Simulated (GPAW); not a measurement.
# Convergence study of shifted k-point meshes for Li (Im-3m, 1 atom in the cell)

```
Li
1.0
   -1.75023     1.75023     1.75023
    1.75023    -1.75023     1.75023
    1.75023     1.75023    -1.75023
Li
1
Direct
  0.00000   0.00000   0.00000
```

Method: PBEsol, GPAW PAW datasets PBEsol (made by gpaw-setup) (plane waves; GPAW).

Base settings: mode = pw; ecut = 550 eV; xc = PBEsol; kpts = 13 13 13; mesh shift (steps) = 0 0 0; occupations.name = methfessel-paxton; occupations.width = 0.1 eV; occupations.order = 0; nbands = -7; symmetry.symmorphic = false.

In this ladder: kpts_shift = 0.5 0.5 0.5.

Only quantities that move along the ladder and can be compared are tabulated.

The count of work is k-points × plane waves × bands × iterations; it is no time. 

The starting cell has typed, rounded lattice constants, without a prior relaxation at this level. Its lattice was rescaled by up to half a per cent.

Steps (kpts): 2 2 2; 3 3 3; 4 4 4; 5 5 5; 6 6 6; 7 7 7; 8 8 8; 9 9 9; 10 10 10; 11 11 11; 13 13 13; 14 14 14; 15 15 15; 17 17 17; 19 19 19; 21 21 21; 23 23 23; 26 26 26; 29 29 29; 35 35 35; 39 39 39.

**Question.** What is the coarsest kpts that holds the pressure within 1 GPa of the last step, with all finer ones?

**Answer.** 3 3 3, at 0.0021 of the last step's count of work; the step before is off by 1.2 GPa.

**Question.** What is the coarsest kpts that holds the free energy within 0.5 meV/atom of the last step, with all finer ones?

**Answer.** 23 23 23, at 0.24 of the last step's count of work; the step before is off by 0.70 meV/atom.

```tsv
kpts	free energy less the last step's (meV/atom)	pressure (GPa)	count of work / last
2 2 2	190.02	0.50	0.0015
3 3 3	42.40	-0.40	0.0021
4 4 4	15.38	-0.61	0.0039
5 5 5	45.89	-0.57	0.0047
6 6 6	-22.59	-0.77	0.0094
7 7 7	19.27	-0.54	0.012
8 8 8	-14.64	-0.80	0.014
9 9 9	4.46	-0.62	0.019
10 10 10	-3.38	-0.72	0.029
11 11 11	-0.25	-0.67	0.036
13 13 13	-0.79	-0.70	0.054
14 14 14	-0.90	-0.69	0.067
15 15 15	0.04	-0.69	0.078
17 17 17	-0.22	-0.68	0.11
19 19 19	-0.65	-0.69	0.14
21 21 21	-0.70	-0.69	0.18
23 23 23	-0.38	-0.69	0.24
26 26 26	0.05	-0.69	0.34
29 29 29	-0.09	-0.69	0.44
35 35 35	0.06	-0.69	0.74
39 39 39	0.00	-0.69	1.0
```
